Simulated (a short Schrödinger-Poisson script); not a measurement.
Structure: MOS inversion layer, Si3N4 on p-type Si(100), at 300 K.

From the gate side: 4.6 nm Si3N4; 200 nm Si, acceptors 4.5e18 cm⁻³.

The device is made up for the run: typed textbook-type constants, with dimensions and the other settings drawn at random. Si3N4: permittivity 7.5, conduction-band edge (eV) 1.95, gap (eV) 5.1, electron mass (mₑ) 0.5. Si: permittivity 11.7, conduction-band edge (eV) 0, gap (eV) 1.124, Nv at 300 K (cm⁻³) 3.1e19.

Channel valleys (confinement mass, in-plane density-of-states mass, number): Δ2 0.916, 0.19, 2; Δ4 0.19, 0.417, 4. At the gate the conduction-band edge of layer 1 lies 1.97 eV − eVg above the Fermi level of the channel; the field vanishes at the back. Gaps are held at their typed values at every temperature. Mesh 0.03 nm at interfaces.

Solved with a short Schrödinger-Poisson script written for these runs: 1D Poisson equation in equilibrium, electrons quantum, Hartree (BenDaniel-Duke, 12 states a valley, the channel's in-plane mass for all, wave functions ending at the dielectric), parabolic valleys, classical holes, full ionisation, no traps, pinning or gate leakage.

```csv
Vg (V),electrons (cm⁻²),C (μF/cm²),Δ2 E0 (meV from the Fermi level),Δ4 E0 (meV from the Fermi level)
0.9,3.38e9,0.430,184.6,311.7
1,3.94e10,0.510,120.8,251.1
1.1,2.59e11,0.802,71.4,204.6
1.2,7.36e11,1.01,42.9,178.6
1.3,1.35e12,1.11,25.3,163.3
1.4,2.02e12,1.16,12.6,152.8
1.5,2.72e12,1.18,2.6,144.9
1.6,3.45e12,1.20,-6.0,138.4
1.7,4.18e12,1.21,-13.6,132.8
1.8,4.93e12,1.22,-20.5,128.0
1.9,5.68e12,1.23,-26.9,123.5
2,6.44e12,1.24,-32.9,119.4
2.1,7.20e12,1.24,-38.6,115.6
2.2,7.97e12,1.24,-44.2,112.0
2.3,8.74e12,1.25,-49.5,108.6
```

Gate voltages with under 1e9 electrons/cm² are left out.

**Question.** At Vg = 2.3 V the lowest Δ2 subband lies at -49.5 meV from the Fermi level. How many electrons does it hold, and what share of all?

**Answer.** The two-dimensional density of states is g m/(πħ²) = 1.59e11 cm⁻² meV⁻¹ (both spins), kT = 25.9 meV, so n = D kT ln(1 + exp(−E/kT)) = 8.42e12 cm⁻², 0.96 of the 8.74e12 cm⁻² in all.

**Question.** Compare the slope of the sheet density between 2.1 and 2.3 V with the geometric capacitance of the layers between gate and channel.

**Answer.** q Δn/ΔV = 1.23 μF/cm²; ε0/Σ(t/ε) = 1.44 μF/cm². The ratio is 0.85: the channel acts as a further capacitance in series.
